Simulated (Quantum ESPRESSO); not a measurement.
A self-consistent single point of a sheet of SnO (4 atoms in the cell) with Quantum ESPRESSO.

Computed with PBEsol, GBRV 1.5 ultrasoft (PBESOL) pseudopotentials (plane waves; Quantum ESPRESSO).

```yaml
crystal:
  lattice:
    - [3.65478, 0.00000, 0.00000]
    - [0.00000, 3.65478, 0.00000]
    - [0.00000, 0.00000, 16.22535]
  atoms:
    - { symbol: Sn, position: [0.50000, 0.00000, 0.56858] }
    - { symbol: Sn, position: [0.00000, 0.50000, 0.43142] }
    - { symbol: O, position: [0.00000, 0.00000, 0.50000] }
    - { symbol: O, position: [0.50000, 0.50000, 0.50000] }
```

Reference input (self-consistent single point, DFT, PBEsol, plane waves, GBRV 1.5 ultrasoft (PBESOL) pseudopotentials): ecutwfc = 40 Ry; ecutrho = 200 Ry; occupations = smearing; smearing = methfessel-paxton; degauss = 0.0036749 Ry; potentials = {Sn: sn_pbesol_v1.4.uspp.F.UPF, O: o_pbesol_v1.2.uspp.F.UPF}; K_POINTS = automatic 9 9 1 0 0 0; conv_thr = 1e-10 Ry; mixing_beta = 0.3. This run's input differs from it in these lines:

```diff
@@ -12,4 +12,4 @@
   ntyp = 2,
-  ecutwfc = 40,
-  ecutrho = 200,
+  ecutwfc = 32,
+  ecutrho = 160,
   occupations = 'smearing',
```

Output, abridged:

```
     Self-consistent Calculation

     iteration #  1     ecut=    32.00 Ry     beta= 0.30

---- Real-time Memory Report at c_bands before calling an iterative solver
           200 MiB given to the printing process from OS
            60 MiB allocation reported by mallinfo(arena+hblkhd)
------------------

     negative rho (up, down):  3.970E-04 0.000E+00

     total energy              =    -382.28018021 Ry
     estimated scf accuracy    <       1.45957053 Ry

     iteration #  2     ecut=    32.00 Ry     beta= 0.30

---- Real-time Memory Report at c_bands before calling an iterative solver
   [... lines left out ...]
           252 MiB given to the printing process from OS
            87 MiB allocation reported by mallinfo(arena+hblkhd)
------------------

     negative rho (up, down):  1.523E-04 0.000E+00

     total energy              =    -382.29006728 Ry
     estimated scf accuracy    <          5.7E-10 Ry

     iteration # 23     ecut=    32.00 Ry     beta= 0.30

---- Real-time Memory Report at c_bands before calling an iterative solver
           252 MiB given to the printing process from OS
            87 MiB allocation reported by mallinfo(arena+hblkhd)
------------------

     negative rho (up, down):  1.525E-04 0.000E+00
     End of self-consistent calculation

     the Fermi energy is     0.5728 ev

!    total energy              =    -382.29006728 Ry
     estimated scf accuracy    <          5.8E-11 Ry
     smearing contrib. (-TS)   =       0.00000000 Ry
     internal energy E=F+TS    =    -382.29006728 Ry

     convergence has been achieved in  23 iterations

     negative rho (up, down):  1.525E-04 0.000E+00

     Forces acting on atoms (cartesian axes, Ry/au):

     atom    1 type  1   force =     0.00000000    0.00000000    0.09139453
     atom    2 type  1   force =     0.00000000    0.00000000   -0.09139453
     atom    3 type  2   force =     0.00000000    0.00000000    0.00000000
     atom    4 type  2   force =     0.00000000    0.00000000    0.00000000

     Total force =     0.129251     Total SCF correction =     0.000026

     negative rho (up, down):  1.525E-04 0.000E+00
          total   stress  (Ry/bohr**3)                   (kbar)     P=       11.57
   0.00008815   0.00000000   0.00000000           12.97        0.00        0.00
   0.00000000   0.00008815   0.00000000            0.00       12.97        0.00
   0.00000000   0.00000000   0.00005975            0.00        0.00        8.79

   JOB DONE.
```

The run converged in 23 iterations. Against the reference run the free energy goes up by 103 meV/atom, the largest force stays at 2.350 eV/Å and the gap on the mesh moves little (3.044 to 3.046 eV). The full log also holds: “c_bands:  1 eigenvalues not converged”.

The starting cell was generated: these elements placed on a structure prototype, without a prior relaxation; it need not be a known phase or ordering of this composition. Its lattice was rescaled in the plane by a random factor within 2.5 % of one. Forces in this geometry exceed 1 eV/Å.

Cost on one core of a shared machine: roughly 80 s.
